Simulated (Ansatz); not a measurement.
# Hypothetical P4_2/mnm WTe2: uniaxial strain ε_zz = +3.60 %

Start from WTe2 (space group P4_2/mnm, No. 136; a = 6.596 Å, c = 3.577 Å; a hypothetical phase, not in the database extracts checked). Axes: x, y, z lie along a, b, c of the conventional cell.

Now apply this change: the cell is stretched by 3.60 % along z with no lateral relaxation; the atoms relax in the strained cell.

Method: PBEsol/PAW in Ansatz (a first-principles code), spin-orbit coupling left out. k-mesh 7×7×13 (Γ-centred); smearing 0.05 eV (Fermi–Dirac).

Space group: P4_2/mnm (No. 136) (base P4_2/mnm (No. 136))
Shortest interatomic distance: 2.689 Å (base 2.658 Å)
Energy relative to the base (free energy F): +10 meV/atom
Pressure (mean of the normal stresses, compression positive): -2.7 GPa (base 0.0 GPa)
Band gap: zero (base zero)
Largest internal atomic displacement: 0.031 Å
Stress (xx, yy, zz, yz, xz, xy; compression positive): (-2.4, -2.4, -3.4, 0.0, 0.0, 0.0) GPa (rough)

Final structure:

```
CELL_PARAMETERS angstrom
      6.59630     0.00000     0.00000
      0.00000     6.59630     0.00000
      0.00000     0.00000     3.70599
ATOMIC_POSITIONS crystal
  W  0.50000 0.50000 0.50000
  W  0.00000 0.00000 0.00000
  Te 0.78828 0.78828 0.50000
  Te 0.28828 0.71172 0.00000
  Te 0.71172 0.28828 0.00000
  Te 0.21172 0.21172 0.50000
```

Without a gap, meshes like the base's 7×7×13 leave anisotropic stresses uncertain by several tenths of a GPa, and small strain energies with them. Stability against distortions was not tested. The final runs are not spin-polarised. WTe2 has a high density of states at the Fermi level and may be magnetic at this level.
